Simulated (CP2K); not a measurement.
A self-consistent single point of CdS (F-43m, 2 atoms in the cell) with CP2K.

Method: PBE, GPW, DZVP-MOLOPT-PBE-GTH basis, GTH-PBE potentials (POTENTIAL_UZH) run with CP2K.

The change in words: lattice scaled by 0.98. Reference geometry:
```xyz
2
Lattice="4.0779 0.0000 0.0000 2.0389 3.5316 0.0000 2.0389 1.1772 3.3296" Properties=species:S:1:pos:R:3 pbc="T T T"
Cd     0.0000     0.0000     0.0000
S      2.0389     1.1772     0.8324
```

Reference input (self-consistent single point, DFT PBE, GPW, DZVP-MOLOPT-PBE-GTH basis, GTH-PBE potentials (POTENTIAL_UZH)): CUTOFF = 500 Ry; REL_CUTOFF = 40 Ry; KPOINTS/SCHEME = MACDONALD 10 10 10 0.05 0.05 0.05; XC_FUNCTIONAL = PBE; Cd/BASIS_SET = DZVP-MOLOPT-PBE-GTH-q12; Cd/POTENTIAL = GTH-PBE-q12; S/BASIS_SET = DZVP-MOLOPT-PBE-GTH-q6; S/POTENTIAL = GTH-PBE-q6; METHOD = GPW; EPS_DEFAULT = 1e-10; NGRIDS = 5; SCF_GUESS = ATOMIC. This run's input differs from it in these lines:

```diff
@@ -58,4 +58,4 @@
     &CELL
-      ABC 4.07789500 4.07789417 4.07789452
-      ALPHA_BETA_GAMMA 59.99999904 60.00000419 60.00000142
+      ABC 3.99633700 3.99633693 3.99633763
+      ALPHA_BETA_GAMMA 59.99999984 59.99999690 59.99999118
       PERIODIC XYZ
```

The program printed (abridged):

```
 SCF WAVEFUNCTION OPTIMIZATION

  Step     Update method      Time    Convergence         Total energy    Change
     1 NoMix/Diag. 0.40E+00      -     1.35746156       -56.4357068429 -5.64E+01
     2 Broy./Diag. 0.40E+00      -     0.12313258       -56.1333240234  3.02E-01
     3 Broy./Diag. 0.40E+00      -     0.04232341       -56.2545266162 -1.21E-01
     4 Broy./Diag. 0.40E+00      -     0.00237780       -56.3181929526 -6.37E-02
     5 Broy./Diag. 0.40E+00      -     0.00056920       -56.3284867054 -1.03E-02
     6 Broy./Diag. 0.40E+00      -     0.00027562       -56.3214081109  7.08E-03
     7 Broy./Diag. 0.40E+00      -     0.00010657       -56.3198255174  1.58E-03
     8 Broy./Diag. 0.40E+00      -     0.00001085       -56.3201016376 -2.76E-04
     9 Broy./Diag. 0.40E+00      -     0.00000095       -56.3201642182 -6.26E-05
    10 Broy./Diag. 0.40E+00      -     0.00000011       -56.3201653625 -1.14E-06
    11 Broy./Diag. 0.40E+00      -     0.00000003       -56.3201648870  4.76E-07
  *** SCF run converged in    11 steps ***

  Overlap energy of the core charge distribution:               0.00000000146725
  Self energy of the core charge distribution:                -98.03046065360920
  Core Hamiltonian energy:                                     29.65246966907091
  Hartree energy:                                              21.01212021957826
  Exchange-correlation energy:                                 -8.95429412345881

  Total energy:                                               -56.32016488695158

                     Mulliken Population Analysis

 #  Atom  Element  Kind  Atomic population                           Net charge
       1     Cd       1         11.432897                              0.567103
       2     S        2          6.567103                             -0.567103
   [... lines left out ...]

 STRESS| Analytical stress tensor [bar]
 STRESS|                        x                   y                   z
 STRESS|      x        1.15965208734E+05  -1.36767411086E+01  -9.67095771803E+00
 STRESS|      y       -1.36767411086E+01   1.15982010789E+05  -5.40375121194E+00
 STRESS|      z       -9.67095771803E+00  -5.40375121194E+00   1.15984954406E+05
 STRESS| 1/3 Trace                                             1.15977391310E+05
```

The run converged in 11 iterations. Against the reference run the free energy rises by 76.6 meV/atom, the pressure goes from 6.10 to 11.60 GPa and the gap on the mesh goes from 1.204 to 1.328 eV.

The starting cell comes from a database of computed structures (which also holds hypothetical and non-ambient phases and stackings), without a prior relaxation at this level. Its lattice was rescaled by a random factor within 2.5 % of one. For this run, on top of that: lattice scaled by 0.98. Values carry the incompleteness of an atom-centred basis. With a pressure of about 12 GPa the cell is away from its equilibrium volume at this level.

Cost on one core of a shared machine: roughly 60 s.
